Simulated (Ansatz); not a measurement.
# MgSe, response to strain

The reference is MgSe in the rock salt structure (space group Fm-3m, No. 225; a = 5.472 Å).

Strains are applied to the cell and any free atomic positions relax.

All numbers come from plane-wave PAW DFT at the r2SCAN level (Ansatz, a first-principles code, 500 eV), no spin-orbit coupling.

Notes on the quantities. energy relative to the base: free energy F.

```tsv
case	width of the top valence band	pressure	electron mass	smallest direct gap	energy relative to the base
base	2.47 eV	-0.01 GPa	0.48 mₑ along k, 0.25 mₑ across (at X)	3.44 eV	0 meV/atom
isotropic strain +0.50 %	2.43 eV	-0.97 GPa	0.48 mₑ along k, 0.25 mₑ across (at X)	3.33 eV	+1.0 meV/atom
isotropic strain +1.00 %	(withheld)	(withheld)	0.48 mₑ along k, 0.25 mₑ across (at X)	(withheld)	(withheld)
isotropic strain +1.50 %	2.34 eV	-2.71 GPa	0.48 mₑ along k, 0.25 mₑ across (at X)	3.13 eV	+8.2 meV/atom
isotropic strain +2.00 %	2.30 eV	-3.49 GPa	0.47 mₑ along k, 0.25 mₑ across (at X)	3.03 eV	+14 meV/atom
isotropic strain +2.50 %	2.26 eV	-4.22 GPa	0.47 mₑ along k, 0.25 mₑ across (at X)	2.94 eV	+22 meV/atom
isotropic strain +3.00 %	2.22 eV	-4.91 GPa	0.47 mₑ along k, 0.25 mₑ across (at X)	2.84 eV	+31 meV/atom
```

Complete the table.


- isotropic strain +1.00 %, width of the top valence band: 2.39 eV
- isotropic strain +1.00 %, pressure: -1.87 GPa
- isotropic strain +1.00 %, smallest direct gap: 3.23 eV
- isotropic strain +1.00 %, energy relative to the base: +3.7 meV/atom

Effective masses come from finite differences of ±0.01 Å⁻¹. Along k means along the line from Γ to the band edge. No phonon test of stability was made.
